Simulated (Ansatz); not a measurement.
CaZrN2 (R-3m, No. 166, 4 atoms in the cell; start mp-1029267) was calculated with PBEsol (Ansatz, a program for electronic structure, plane waves, PAW).

The input as run:

Ansatz 0.2 input:
```yaml
crystal:
  lattice:
    - [1.6429586678, 0.948562464, 5.5559600497]
    - [-1.6429586678, 0.948562464, 5.5559600497]
    - [0.0, -1.8971254234, 5.5559599651]
  atoms:
    - { symbol: Ca, position: [0.0, 0.0, 0.0] }
    - { symbol: Zr, position: [0.5, 0.5, 0.5] }
    - { symbol: N, position: [0.2385337004, 0.2385337004, 0.2385337004] }
    - { symbol: N, position: [0.7614662996, 0.7614662996, 0.7614662996] }
basis:
  ecutwfc: 520
  ecutrho_ratio: 4
  xc_grid: 2
kpoints:
  mp_grid: { grid: [12, 12, 12] }
  band_path:
    path:
      - [0.0, 0.0, 0.0]
      - [0.1, 0.1, 0.1]
      - [0.2, 0.2, 0.2]
      - [0.3, 0.3, 0.3]
      - [0.4, 0.4, 0.4]
      - [0.5, 0.5, 0.5]
      - [0.526158, 0.473842, 0.5]
      - [0.552317, 0.447683, 0.5]
      - [0.578475, 0.421525, 0.5]
      - [0.604634, 0.395366, 0.5]
      - [0.630792, 0.369208, 0.5]
      - [0.656951, 0.343049, 0.5]
      - [0.683109, 0.316891, 0.5]
      - [0.709267, 0.290733, 0.5]
      - [0.735426, 0.264574, 0.5]
      - [0.761584, 0.238416, 0.5]
      - [0.787743, 0.212257, 0.5]
      - [0.813901, 0.186099, 0.5]
      - [0.5, -0.186099, 0.186099]
      - [0.5, -0.155082, 0.155082]
      - [0.5, -0.124066, 0.124066]
      - [0.5, -0.093049, 0.093049]
      - [0.5, -0.062033, 0.062033]
      - [0.5, -0.031016, 0.031016]
      - [0.5, 0.0, 0.0]
      - [0.454545, 0.0, 0.0]
      - [0.409091, 0.0, 0.0]
      - [0.363636, 0.0, 0.0]
      - [0.318182, 0.0, 0.0]
      - [0.272727, 0.0, 0.0]
      - [0.227273, 0.0, 0.0]
      - [0.181818, 0.0, 0.0]
      - [0.136364, 0.0, 0.0]
      - [0.090909, 0.0, 0.0]
      - [0.045455, 0.0, 0.0]
      - [0.026388, -0.026388, 0.0]
      - [0.052777, -0.052777, 0.0]
      - [0.079165, -0.079165, 0.0]
      - [0.105554, -0.105554, 0.0]
      - [0.131942, -0.131942, 0.0]
      - [0.158331, -0.158331, 0.0]
      - [0.184719, -0.184719, 0.0]
      - [0.211107, -0.211107, 0.0]
      - [0.237496, -0.237496, 0.0]
      - [0.263884, -0.263884, 0.0]
      - [0.290273, -0.290273, 0.0]
      - [0.316661, -0.316661, 0.0]
      - [0.343049, -0.343049, 0.0]
      - [0.656951, 0.0, 0.343049]
      - [0.62556, 0.0, 0.37444]
      - [0.59417, 0.0, 0.40583]
      - [0.56278, 0.0, 0.43722]
      - [0.53139, 0.0, 0.46861]
      - [0.5, 0.0, 0.5]
      - [0.454545, 0.0, 0.454545]
      - [0.409091, 0.0, 0.409091]
      - [0.363636, 0.0, 0.363636]
      - [0.318182, 0.0, 0.318182]
      - [0.272727, 0.0, 0.272727]
      - [0.227273, 0.0, 0.227273]
      - [0.181818, 0.0, 0.181818]
      - [0.136364, 0.0, 0.136364]
      - [0.090909, 0.0, 0.090909]
      - [0.045455, 0.0, 0.045455]
    npoints: 1
hamiltonian:
  xc: pbesol
  dispersion: none
  pseudopotentials: { kind: paw }
scf:
  occupations: { method: fermi_dirac, width: 0.01 }
  convergence: { dr2_threshold: 0.0000000004 }
output:
  forces: true
  stress: true
  eigenvalues: true
  write_bands: true
```

The run printed, among other lines:

```
Crystal: 4 atoms, lattice volume = 51.952 Å³
Basis set: ecut = 520 eV, 1377 PW (Γ), FFT grids on a1−a3, a2−a3, a3, exchange–correlation on 50×50×90 points (8 copies of the dense FFT grid, shifted against one another)
Bands: 20, of which v1, the nominal top of the filled ones, is band 16 counted from 1 (15 counted from 0)
Symmetry: 12 space group operations
Space group: R-3m (ITA 166), of the structure as read, at distance tolerance 3.7e-5 Å
k-points: 189 of 1728
Functional: x = pbesol(κ = 0.804, μ = 0.12345679012345678), c = pbesol(β = 0.046)
SCF iter   1: F=—  HF=-6685.994239 eV  |F-HF|=—  |Δ(HF+E_count)|=         —  Δρ=1.33e-2  dr2=1.03e-1
SCF iter   2: F=—  HF=-6685.969502 eV  |F-HF|=—  |Δ(HF+E_count)|=   2.47e-2  Δρ=2.26e-3  dr2=5.28e-3
  ...
SCF iter   7: F=—  HF=-6685.968212 eV  |F-HF|=—  |Δ(HF+E_count)|=   4.82e-9  Δρ=2.54e-6  dr2=1.23e-9
SCF iter   8: F=-6685.968212 eV  HF=-6685.968212 eV  |F-HF|=3.64e-12  |Δ(HF+E_count)|=  8.86e-10  Δρ=2.12e-7  dr2=1.26e-11
SCF 1 converged in 8 iterations: F = -6685.968212 eV  dr2 = 1.26e-11
SCF converged after 8 iterations
Free energy (F): -6685.968212 eV
Internal energy: -6685.968212 eV  (E = F + TS)
E sigma→0 (E₀):  -6685.968212 eV
Fermi energy:    12.323469 eV
--- Forces (eV/Å), atoms counted from 1 ---
  atom   1  Ca     0.00000000    -0.00000000     0.00000000
  atom   2  Zr     0.00000000     0.00000000     0.00000000
  atom   3  N      0.00000000    -0.00000000     0.00001426
  atom   4  N     -0.00000000     0.00000000    -0.00001426
--- Stress (GPa, compression-positive) ---
        0.000220       0.000000      -0.000000
        0.000000       0.000220       0.000000
       -0.000000       0.000000       0.000200
  P = ⅓ Tr σ = 0.0002 GPa (0.002 kbar)
```

The PAW data were made under PBE.

A start named mp-… is a Materials Project structure, which need not be a measured phase.
